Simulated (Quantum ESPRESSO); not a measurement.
**Variants of one calculation on Ga2NiO4 (Imma, 14 atoms in the cell)**

```xyz
14
Lattice="2.9528 3.0160 4.2143 -2.9528 3.0160 4.2143 -2.9528 -3.0160 4.2143" Properties=species:S:1:pos:R:3 pbc="T T T"
Ga    -2.9528    -1.5080     3.0991
Ga     0.0000    -1.5080     1.1152
Ga    -2.9528     0.0000     0.0000
Ga     0.0000     0.0000     4.2143
Ni    -1.4764     1.5080     2.1071
Ni    -1.4764    -1.5080    -2.1071
O      0.0000    -3.0626     2.2126
O     -2.9528     0.0466     2.0017
O     -2.9528    -2.9695    -2.0017
O      0.0000    -0.0466     6.2160
O     -4.3403    -1.5080    -0.0105
O      1.3875    -1.5080     4.2248
O     -1.5653    -1.5080    -0.0105
O     -1.3875    -1.5080     4.2248
```
Moments meant for the start (each program seeds them in its own way; μB, in the order of the atoms Ga Ga Ga Ga Ni Ni O O O O O O O O): 0.0 0.0 0.0 0.0 2.0 2.0 0.0 0.0 0.0 0.0 0.0 0.0 0.0 0.0.

Base run A: PBEsol, PseudoDojo standard norm-conserving (PBESOL) pseudopotentials (Quantum ESPRESSO), self-consistent single point.

Its settings: ecutwfc = 100 Ry; occupations = smearing; smearing = gauss; degauss = 0.00147 Ry; nspin = 2; potentials = {Ga: Ga.upf, Ni: Ni.upf, O: O.upf}; K_POINTS = automatic 3 3 3 0 0 0; conv_thr = 1e-11 Ry; mixing_beta = 0.2.

The starting cell comes from a database of computed structures (which also holds hypothetical and non-ambient phases and stackings), without a prior relaxation at this level. Its lattice was rescaled by a random factor within 2.5 % of one. The magnetic order is the one reached from the typed start; others were not searched systematically. In the base run, with a pressure of about -12 GPa the cell is away from its equilibrium volume at this level.

Runs:
- B: ecutwfc: 100 Ry → 50 Ry; pseudopotentials: {Ga: Ga.upf, Ni: Ni.upf, O: O.upf} → {Ga: ga_pbesol_v1.4.uspp.F.UPF, Ni: ni_pbesol_v1.4.uspp.F.UPF, O: o_pbesol_v1.2.uspp.F.UPF}; ecutrho: default → 400 Ry
- C: ecutwfc: 100 Ry → 70 Ry; pseudopotentials: {Ga: Ga.upf, Ni: Ni.upf, O: O.upf} → {Ga: Ga.pbe-dn-kjpaw_psl.1.0.0.UPF, Ni: Ni.pbe-n-kjpaw_psl.1.0.0.UPF, O: O.pbe-n-kjpaw_psl.0.1.UPF}; ecutrho: default → 420 Ry; input_dft: default → pbesol

```
run  pressure (GPa)  largest force (eV/Å)  gap on the mesh (eV)  size of the net moment (μB/atom)  valence electrons
---  --------------  --------------------  --------------------  --------------------------------  -----------------
A            -11.72                 0.202                 0.231                              0.29                136
B            -11.25                 0.207                 0.116                              0.29                160
C            -11.60                 0.203                 0.182                              0.29                120
```

Run B against A: The pressure goes from -11.72 to -11.25 GPa, the largest force moves little (0.202 to 0.207 eV/Å), the gap on the mesh goes from 0.231 to 0.116 eV and the size of the net moment stays at 0.29 μB/atom.

Run C against A: The pressure goes from -11.72 to -11.60 GPa, the largest force moves little (0.202 to 0.203 eV/Å), the gap on the mesh goes from 0.231 to 0.182 eV and the size of the net moment stays at 0.29 μB/atom.
